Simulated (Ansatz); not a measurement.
# How the lattice parameter a of BP (model structure, started from the NiAs type, P6₃/mmc, No. 194, 4 atoms in the cell) moves with the method

No measured value is used here.

```json
[
 {"level (code)": "LDA (Ansatz)", "value (Å)": "3.026"},
 {"level (code)": "PBE (Ansatz)", "value (Å)": "3.073"},
 {"level (code)": "PBEsol (Ansatz)", "value (Å)": "(withheld)"},
 {"level (code)": "PBE-D3(BJ) (Ansatz)", "value (Å)": "(withheld)"},
 {"level (code)": "r²SCAN (Ansatz)", "value (Å)": "3.079"},
 {"level (code)": "r²SCAN+rVV10 (Ansatz)", "value (Å)": "3.074"}
]
```

Task: Fill in the missing entries.

Result: 
- PBEsol (Ansatz, a program for electronic structure), value (Å): 3.040
- PBE-D3(BJ) (Ansatz), value (Å): 3.035

Cutoffs differ between the levels. Ansatz's density-functional and Hartree–Fock values are scalar-relativistic unless marked +SOC, with PAW data made under PBE.

A model structure was made by putting elements into a prototype or built by hand; it is no filed structure, need not be a known phase, and can be a saddle point held by its symmetry.
